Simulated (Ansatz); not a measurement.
# CdTe: biaxial strain −2.50 %, plane normal [111], relaxed out of plane

Start from CdTe in the zinc blende structure (space group F-43m, No. 216; a = 6.558 Å). Axes: x, y, z lie along the cube axes.

Now apply this change: biaxial strain −2.50 %, plane normal [111], relaxed out of plane (Cartesian); in-plane vectors clamped, the third vector and the atoms free.

Calculations: r2SCAN in Ansatz (plane waves to 500 eV, PAW, no SOC). Settings: 9×9×9 k-points, 0.05 eV Fermi–Dirac smearing.

| quantity | base | changed | shift |
|---|---|---|---|
| volume per atom | 35.25 Å³ | 34.20 Å³ | -1.05 Å³ |
| space group | F-43m (No. 216) | R3m (No. 160) | – |
| shortest interatomic distance | 2.840 Å | 2.809 Å | -0.0305 Å |
| energy relative to the base (free energy F) | 0 meV/atom | +10 meV/atom | +10 meV/atom |
| band gap | 1.17 eV | 1.14 eV | -0.023 eV |
| gap character | direct at Γ | direct at Γ | – |
| electron mass | 0.090 mₑ (at Γ) | 0.086 mₑ out of plane, 0.098 mₑ in plane (at Γ) | – |
| valence-band top at Γ (three highest levels, from the VBM) | 0.00, 0.00, 0.00 eV | 0.00, 0.00, -0.28 eV | – |
| valley order (the lowest conduction-band minima on the path, energy above the VBM, named in the base's zone) | Γ 1.17 eV; L along ⟨111⟩ 2.20 eV | Γ 1.14 eV; L along [1-11] 2.03 eV; L along [111] 2.49 eV; X along [100] 2.63 eV | – |
| out-of-plane strain | – | +2.07 % | – |
| ratio −ε⊥/ε∥ | – | 0.83 | – |
| mean in-plane stress (compression positive) | – | +1.9 GPa | – |

Spin-orbit coupling, missing from the scalar runs, can matter with Te. Effective masses come from finite differences of ±0.01 Å⁻¹. Whether these cells are dynamically stable was not tested. k-point labels follow each cell's own Brillouin zone.

Ansatz is an electronic-structure program.
